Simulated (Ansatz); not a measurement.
LuAu (Pm-3m), Ansatz (a program for electronic structure) with PBEsol, DFPT electron-phonon coupling, linearised Boltzmann equation. Phonon-limited resistivity 18.8 μΩ·cm at 300 K, 25.2 μΩ·cm at 400 K, current-weighted mean free path 6.4 nm, Drude plasma energy 5.84 eV.

Task: What is the classical skin depth at 1 GHz (nonmagnetic, μ₀ = 1.257×10⁻⁶ H/m)?

Result: δ = √(ρ/(π f μ₀)) = 6900 nm.

Task: Estimate the resistivity of a 40 nm square wire with diffuse walls from ρ ≈ ρ₀(1 + 3ℓ/4d).

Result: 1 + 0.75 × 6.4/40 = 1.12, so ρ ≈ 21.1 μΩ·cm and a line 1 μm long has 132 Ω. The formula is the free-electron limit for d well above ℓ; grain boundaries add to it.

Task: Estimate the electronic thermal conductivity at 300 K by the Wiedemann-Franz law (L₀ = 2.44×10⁻⁸ W·Ω/K²).

Result: L₀T/ρ = 2.44×10⁻⁸ × 300/(18.8×10⁻⁸) = 38.9 W/(m·K). Inelastic scattering puts the true Lorenz number somewhat under L₀ near and below the Debye temperature.

A metal at this level (no band gap). Only scattering by harmonic phonons is included (no impurities, grain boundaries, electron-electron scattering or thermal expansion). Spin-orbit coupling is left out, which matters with elements this heavy. The squared frequency of the phonon mode least converged on the k mesh is uncertain by about 15 %. The run warned that the eigensolver left some states short of its tolerance. Halving the electron mesh (24x24x24) moves the resistivity by up to 9 % at 300 K, the mean free path by up to 5 %. Smearing 0.20 eV; phonons on a 4x4x4 q mesh, which this run doesn't test.

Formula and space group known from diffraction (Crystallography Open Database), not checked to be the room-temperature form: LuAu (Pm-3m).
